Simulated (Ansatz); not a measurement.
A constructed model of the (111)A surface of zinc-blende AlAs (in the relaxation 3 Al–O bonds formed), Al-terminated, 2x2 O adatom at H3 (bottom of the slab: 3 H on 4 bottom sites)

Method: PBE (plane waves to 420 eV, PAW; Ansatz, an electronic-structure program).

Model: 36-atom slab, 13.2 Å thick at the start with caps and adatoms (thin: gaps and levels are the slab's own), 3x3x1 mesh, Fermi-Dirac 0.025 eV, dipole correction, 8 atoms held, the rest relaxed; held to the start's symmetry, so lower structures may exist; spin-polarised, ending with about 1.0 μB a cell; orders that need a larger cell were not tried, no spin-orbit, no U. In PBE it is, or lies within 0.01 eV a 1x1 cell of, the lowest of the 2 structures of its composition computed so far; subsurface sites and larger cells were not tried.

gap of the slab on its k-mesh: 0.69 eV
highest filled level below the top vacuum level: 4.15 eV
energy released by relaxation: 3.78 eV
magnetic moment of the cell: 1.00 μB
cost: about 40 core-minutes (a rough figure)
